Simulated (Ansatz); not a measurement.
Computed with PBE (plane waves to 420 eV, PAW; Ansatz, an electronic-structure program).

Electrostatic potential energy of an electron, averaged over planes parallel to the surface, in eV from the Fermi level, for a constructed model of the (111) surface of fcc Ni, ferromagnetic, (√3x√3)R30° layer of C, one a cell, on the site that continues the host's stacking (bottom of the slab: a bare face, its two planes held):

```csv
z (Å),V (eV)
3.79,5.07
4.08,5.07
4.38,5.07
4.67,5.06
4.96,5.06
5.25,5.04
5.54,5.02
5.83,4.95
6.12,4.82
6.42,4.54
6.71,3.95
7.00,2.67
7.29,-0.38
7.58,-8.41
7.88,-17.35
8.17,-20.65
8.46,-16.03
8.75,-6.85
9.04,-0.68
9.33,-1.48
9.62,-9.04
9.92,-17.78
10.21,-20.75
10.50,-15.96
10.79,-6.74
11.08,-0.74
11.38,-1.70
11.67,-9.42
11.96,-18.01
12.25,-20.67
12.54,-15.60
12.83,-6.35
13.12,-0.61
13.42,-1.81
13.71,-9.69
14.00,-18.19
14.29,-20.62
14.58,-15.33
14.88,-6.06
15.17,-0.55
15.46,-2.06
15.75,-10.16
16.04,-18.45
16.33,-20.46
16.62,-14.78
16.92,-5.45
17.21,-0.12
17.50,-1.10
17.79,-8.57
18.08,-17.52
18.38,-20.97
18.67,-16.98
18.96,-9.47
19.25,-4.25
19.54,-1.34
19.83,2.17
20.12,4.43
20.42,5.28
20.71,5.62
21.00,5.76
21.29,5.81
21.58,5.84
21.88,5.84
22.17,5.85
22.46,5.85
22.75,5.85
23.04,5.85
23.33,5.85
23.62,5.85
```

Model: 19-atom slab, 11.7 Å thick at the start, 10x10x1 mesh, Fermi-Dirac 0.1 eV, dipole correction, 6 atoms held, the rest relaxed; held to the start's symmetry, so lower structures may exist; spin-polarised, ending with about 9.6 μB a cell; orders that need a larger cell were not tried, no spin-orbit, no U. It is one candidate, not shown to be the stable structure of the face.

Question: The surface cell has an area of 16.09 Å². What dipole along the normal does the step between the two vacuum levels imply?

Answer: the top vacuum level lies 0.78 eV above the bottom one; p = −ε₀ A ΔV (ε₀ = 0.005526 e/(V·Å)) gives -0.07 e·Å a cell.
